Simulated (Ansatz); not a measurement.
We consider C11b WSi2, described by r²SCAN (Ansatz, a program for electronic structure, PAW).

Settings: plane-wave cutoff 560 eV, 24×24×24 k mesh, Fermi–Dirac smearing 0.05 eV, no spin polarisation, scalar-relativistic PAW data made under PBE.

Energies at three volumes about the minimum:

```
V (Å³/atom)  E − E_lowest (meV/atom)
-----------  -----------------------
13.147                          4.04
13.415                          0.00
13.683                          3.75
```

Q: Fit a parabola by hand: where is the minimum, and what is the bulk modulus?

A: Slopes: (0.00 − 4.04)/(13.415 − 13.147) = -15.075 and (3.75 − 0.00)/(13.683 − 13.415) = 13.993 meV/Å³. Curvature E″ = 2 × (13.993 − (-15.075))/(13.683 − 13.147) = 108.463 meV/Å⁶. From the middle of the first interval, the slope vanishes at V0 = 13.2810 − (-15.075)/108.463 = 13.420 Å³/atom. B = V0 E″ = 13.420 × 108.463 meV/Å³ × 0.1602 GPa per meV/Å³ = 233 GPa. The full Birch–Murnaghan fit to all volumes gives V0 = 13.415 Å³/atom and B0 = 232 GPa.

Shape and atoms are relaxed at each volume.

Note: the bulk modulus comes from volumes at which shape and atoms were relaxed.
